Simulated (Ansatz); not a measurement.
The reference is AlN in the wurtzite structure (space group P6_3mc, No. 186; a = 3.107 Å, c = 4.978 Å).

Levels (all Ansatz, an electronic-structure program, PAW, earlier PAW set): r2SCAN (500 eV, scalar-relativistic without spin-orbit coupling); HSE06 (420 eV, no spin-orbit coupling).

The geometry is relaxed with r2SCAN.

```
Item              Result
---------------  -------
r2SCAN band gap  4.87 eV
```

With HSE06 at the same geometry, the band gap rises by 0.73 eV to 5.60 eV.

Single points use the geometry relaxed with r2SCAN. Stability against distortions was not tested.
